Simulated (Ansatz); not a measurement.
**PBE against r2SCAN: ZnS, pressure −1 GPa**

Base system: ZnS in the wurtzite structure (space group P6_3mc, No. 186; a = 3.845 Å, c = 6.306 Å).

(Cell as relaxed with PBE.)

Levels (all Ansatz, a quantum-chemistry and plane-wave program, PAW): PBE (420 eV, no spin-orbit coupling); r2SCAN (500 eV, no spin-orbit coupling).

Each level relaxes its own structure.

```json
[
 {"base": "volume per atom", "PBE": "20.18 Å³", "r2SCAN": "19.59 Å³"},
 {"base": "lattice parameter a", "PBE": "3.845 Å", "r2SCAN": "3.806 Å"},
 {"base": "band gap", "PBE": "2.08 eV", "r2SCAN": "2.78 eV"}
]
```

The change: hydrostatic tension (pressure −1 GPa).

```csv
quantity,PBE,r2SCAN
"valence-band top at Γ (three highest levels, from the VBM)","0.00, 0.00, -0.07 eV",(withheld)
volume per atom,20.48 Å³,(withheld)
shift of the gap caused by the change,-0.06 eV,(withheld)
```

### Question
Given the PBE results, estimate those of r2SCAN.

### Answer

- valence-band top at Γ (three highest levels, from the VBM), r2SCAN: 0.00, 0.00, -0.08 eV
- volume per atom, r2SCAN: 19.84 Å³
- shift of the gap caused by the change, r2SCAN: -0.06 eV

PBE's volume per atom lies 0.64 Å³ above r2SCAN's (3.2 %); the two agree on the shift of the gap caused by the change. Neither level is exact; r2SCAN is the comparison here, not a measurement.

Load acts through the strain it causes; cell and atoms are relaxed under it. No phonon test of stability was made.
